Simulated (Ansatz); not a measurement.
Worked example: relaxation of cell and atoms of Ca₃BiP (Pm-3m, 5 atoms in the cell) in Ansatz (a quantum-chemistry and plane-wave program).

Level of theory: PBEsol, default PAW files made with PBE (plane waves; Ansatz).

The change in words: atoms on their sites; basis.ecutwfc: 30.9 Ry → 61.7 Ry; relax: default → cell and atoms. Reference geometry:
```
CELL_PARAMETERS angstrom
      5.40122     0.00000     0.00000
      0.00000     5.40122     0.00000
      0.00000     0.00000     5.40122
ATOMIC_POSITIONS crystal
  Ca 0.00926 0.50000 0.50000
  Ca 0.50000 0.00000 0.50000
  Ca 0.50000 0.50000 0.00000
  Bi 0.00000 0.00000 0.00000
  P  0.50000 0.50000 0.50000
```

Reference input (self-consistent single point, DFT, PBEsol, plane waves, default PAW files made with PBE): basis.ecutwfc = 30.9 Ry; kpoints.mp_grid.grid = 5 5 5; hamiltonian.xc = pbesol; hamiltonian.pseudopotentials = {kind: paw} (the program's default PAW files); scf.occupations.method = fermi_dirac; scf.occupations.width = 0.0073 Ry. This run's input differs from it in these lines:

Ansatz 0.2 input:
```diff
@@ -7,3 +7,3 @@
   atoms:
-    - { symbol: Ca, position: [0.00925700, 0.50000000, 0.50000000] }
+    - { symbol: Ca, position: [0.00000000, 0.50000000, 0.50000000] }
     - { symbol: Ca, position: [0.50000000, 0.00000000, 0.50000000] }
@@ -13,3 +13,3 @@
 basis:
-  ecutwfc: 30.9 Ry
+  ecutwfc: 61.7 Ry
 kpoints:
@@ -21,2 +21,4 @@
   occupations: { method: fermi_dirac, width: 0.0073 Ry }
+relax:
+  cell: {}
 output:
```

Output, abridged:

```
   [... SCF lines of the steps left out ...]
relax step   1: F+E_penalty+E_count = -18368.19746481 eV  Δ(F+E_penalty+E_count) = +0.000e0 eV  max|allowed force component| = 2.315e-29 eV/Å  Δτ_max = 0.0000 Å  P = -1.022 GPa  Ω = 157.571 Å³  (6 SCF iters, dr2 threshold 1.00e-7 eV, accepted)
relax step   2: F+E_penalty+E_count = -18368.21116498 eV  Δ(F+E_penalty+E_count) = -1.370e-2 eV  max|allowed force component| = 5.252e-30 eV/Å  Δτ_max = 0.0000 Å  P = -0.075 GPa  Ω = 153.647 Å³  energy of the carried Pulay correction = +2.046e-5 eV  [...]
relax step   3: F+E_penalty+E_count = -18368.21123469 eV  Δ(F+E_penalty+E_count) = -6.971e-5 eV  max|allowed force component| = 1.373e-29 eV/Å  Δτ_max = 0.0000 Å  P = +0.003 GPa  Ω = 153.344 Å³  energy of the carried Pulay correction = +2.207e-5 eV  [...]
relax step   4: F+E_penalty+E_count = -18368.21121329 eV  Δ(F+E_penalty+E_count) = +2.140e-5 eV  max|allowed force component| = 4.273e-30 eV/Å  Δτ_max = 0.0000 Å  P = +0.003 GPa  Ω = 153.344 Å³  stress off target by 2.89e-3 GPa  SCF on the basis [...]
basis re-selected at this cell: Δ(F+E_penalty+E_count) = +2.140e-5 eV, ΔP = -0.000 GPa vs the last step
the relaxation is at rest under the 48 symmetry operations that the run kept from its start: a minimum is not shown …
Stability not checked: this state was not tested for a lower state beside it, because too few of the mixer's solves of this state at the end of the SCF gave a …
Free energy (F): -18368.211213 eV
Internal energy: -18368.206509 eV  (E = F + TS)
   [... lines left out ...]
Fermi energy:    7.234924 eV
  cell:  # Å, volume = 153.3443 Å³
   [... lines left out ...]
    - [6.419766481290786e-35, 2.5679065925163143e-34, 5.352490593770527]
  atoms:
    - { symbol: Ca, position: [-1.002862311538562e-36, 0.5, 0.5] }
    - { symbol: Ca, position: [0.5, 6.96432160784222e-37, 0.5] }
    - { symbol: Ca, position: [0.5, 0.5, 1.8571524286614135e-38] }
    - { symbol: Bi, position: [2.0428676718633255e-37, -3.5982328306864928e-37, -7.428609715053428e-38] }
    - { symbol: P, position: [0.5, 0.5, 0.5] }
```

The run converged. 

Summary of the result:
```
Quantity                                                                                                                Value
-----------------------------------------------  ----------------------------------------------------------------------------
Free energy E − TS (on the zero of these files)                                                                -18368.2112 eV
Pressure                                                                                                             0.00 GPa
Final cell                                       a = 5.3525 Å, b = 5.3525 Å, c = 5.3525 Å, α = 90.00°, β = 90.00°, γ = 90.00°
Final volume per atom                                                                                                30.67 Å³
Relaxation steps                                                                                                            4
```

The starting cell comes from a database of computed structures (which also holds hypothetical and non-ambient phases and stackings), without a prior relaxation at this level. Its lattice was rescaled by up to half a per cent. The relaxation keeps the symmetry of its start, so its end need not be a minimum. Ansatz's pressure includes its estimate of the finite-basis (Pulay) stress. A gap is left out here, as mesh or smearing make it unsure.
